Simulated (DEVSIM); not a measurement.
# abrupt Si n-p junction

Structure: abrupt Si n-p junction, at 300 K.

| layer (left to right) | material | thickness (μm) | Nd (cm⁻³) | Na (cm⁻³) | τn (s) | τp (s) |
|---|---|---|---|---|---|---|
| 1 | Si | 1.40 | 8.6e15 | - | 0.0007 | 0.0007 |
| 2 | Si | 0.600 | - | 5.1e17 | 0.0007 | 0.0007 |

Left contact: ohmic. Right contact: ohmic. Voltage is applied to the left contact. Recombination: SRH at mid-gap, Auger. Gap narrowing is on: ΔEg = 6.92 meV × (l + √(l² + 0.5)), l = ln(N/1.3e17 cm⁻³), shared equally by both band edges. Mobility is μmin + (μ − μmin)/(1 + (N/Nref)^α).

The device is made up for the run: typed textbook-type constants, with dimensions and the other settings drawn at random. Values at 300 K.

| parameter | Si |
|---|---|
| gap (eV) | 1.124 |
| affinity (eV) | 4.05 |
| permittivity | 11.7 |
| Nc (cm⁻³) | 2.86e19 |
| Nv (cm⁻³) | 3.1e19 |
| μn (cm²/Vs) | 1417 |
| μp (cm²/Vs) | 470 |
| μn,min | 52 |
| μp,min | 45 |
| Nref,n | 9.7e16 |
| Nref,p | 2.2e17 |
| αn | 0.68 |
| αp | 0.72 |
| Cn (cm⁶/s) | 2.8e-31 |
| Cp (cm⁶/s) | 9.9e-32 |

Simulated with DEVSIM: 1D drift-diffusion, Boltzmann statistics, complete ionisation; no tunnelling, impact ionisation, image-force lowering or self-heating.

| Item | Value |
|---|---|
| Potential step across the device at zero bias | 0.798 V |
| Largest field in the device at zero bias | 51000 V/cm |
| Dark forward voltage at 1 A/cm² | 0.576 V |
| Dark forward voltage at 100 A/cm² | 0.705 V |

Dark reverse current:

```json
[
 {"V (V)": "0.10", "J (A/cm²)": "2.5e-10"},
 {"V (V)": "0.25", "J (A/cm²)": "2.7e-10"},
 {"V (V)": "0.50", "J (A/cm²)": "2.9e-10"},
 {"V (V)": "0.75", "J (A/cm²)": "3.0e-10"},
 {"V (V)": "1.00", "J (A/cm²)": "3.2e-10"},
 {"V (V)": "1.50", "J (A/cm²)": "3.5e-10"},
 {"V (V)": "2.00", "J (A/cm²)": "3.9e-10"},
 {"V (V)": "2.50", "J (A/cm²)": "4.2e-10"},
 {"V (V)": "3.25", "J (A/cm²)": "4.7e-10"},
 {"V (V)": "4.00", "J (A/cm²)": "5.3e-10"},
 {"V (V)": "5.00", "J (A/cm²)": "6.2e-10"}
]
```

Small-signal capacitance in reverse bias (quasi-static):

```
V (V)  C (nF/cm²)
-----  ----------
0.1          29.0
0.25         26.7
0.5          23.8
0.75         21.7
1            20.1
1.5          17.7
2            16.0
2.5          14.7
3.25         13.3
4            12.2
5            11.1
```
